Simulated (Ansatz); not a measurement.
Y in the hcp (Mg type) structure (space group P6_3/mmc, No. 194)

```cif
data_Y2
_chemical_formula_sum 'Y2'
_space_group_name_H-M_alt 'P 1'
_space_group_IT_number 1
_cell_length_a 3.65564
_cell_length_b 3.65564
_cell_length_c 5.67870
_cell_angle_alpha 90.000
_cell_angle_beta 90.000
_cell_angle_gamma 120.000
loop_
_space_group_symop_operation_xyz
  'x, y, z'
loop_
_atom_site_label
_atom_site_type_symbol
_atom_site_fract_x
_atom_site_fract_y
_atom_site_fract_z
_atom_site_occupancy
Y1 Y 0.33333 0.66667 0.75000 1
Y2 Y 0.66667 0.33333 0.25000 1
```

Level of theory: PBE (Ansatz, a quantum-chemistry and plane-wave program; PAW; 420 eV plane waves; scalar-relativistic without spin-orbit coupling). Settings: 15×15×8 k-points, 0.05 eV Fermi–Dirac smearing.

```json
{
 "volume_per_atom": "32.86 Å³",
 "density": "4.49 g/cm³",
 "band_gap": "zero",
 "total_energy": "-3848.669 eV/atom (σ→0; compares only within this code and set-up)"
}
```

Stability against distortions was not tested. The final runs are not spin-polarised.
